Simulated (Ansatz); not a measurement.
# Carrier doping in PbTe

Start from PbTe in the rock salt structure (space group Fm-3m, No. 225).

PbTe is modelled in the cubic space group Fm-3m (No. 225), the rock salt structure, Pearson symbol cF8. Cell: a = 6.534 Å, b = 6.534 Å, c = 6.534 Å, α = 90.00°, β = 90.00°, γ = 90.00°. Te on 4a is coordinated by 6 Pb at 3.267 Å (octahedral). Pb on 4b is coordinated by 6 Te at 3.267 Å (octahedral). (Neighbours: up to the widest gap in distance over summed covalent radii, below 1.35, at either atom; cation-cation and far metal-metal contacts left out.)
(The calculation used a cell of 2 atoms; values per cell refer to that cell.)

Carriers are added at fixed cell with a uniform background; the Fermi–Dirac width is that of 300 K.

Computed with Ansatz (a first-principles code), r2SCAN, PAW, cutoff 500 eV, no SOC.

Notes on the quantities. Fermi level from band edge: Fermi level relative to the doped band's edge (positive inside the band; to 0.05 eV).

```
variant                   Fermi level from band edge  gap between the host's bands
------------------------  --------------------------  ----------------------------
undoped                                            –                       1.09 eV
electrons 5.0×10^20 cm⁻³                    +0.25 eV                       1.08 eV
electrons 1.5×10^21 cm⁻³                    +0.40 eV                       1.07 eV
electrons 3.0×10^21 cm⁻³                    +0.50 eV                           [?]
electrons 7.0×10^21 cm⁻³                    +0.70 eV                       1.00 eV
holes 5.0×10^20 cm⁻³                        +0.20 eV                       1.10 eV
holes 1.5×10^21 cm⁻³                        +0.30 eV                       1.11 eV
holes 3.0×10^21 cm⁻³                        +0.40 eV                       1.14 eV
holes 7.0×10^21 cm⁻³                        +0.50 eV                       1.22 eV
```

Question: Some entries are withheld; estimate them.

Answer: 
- electrons 3.0×10^21 cm⁻³, gap between the host's bands: 1.05 eV

Carriers are added with a uniform compensating background; total energy and stress of such cells depend on the potential's zero and are not compared; many-body gap narrowing is missing at this level. Spin-orbit coupling, missing from the scalar runs, can matter with Pb and Te. No phonon test of stability was made.
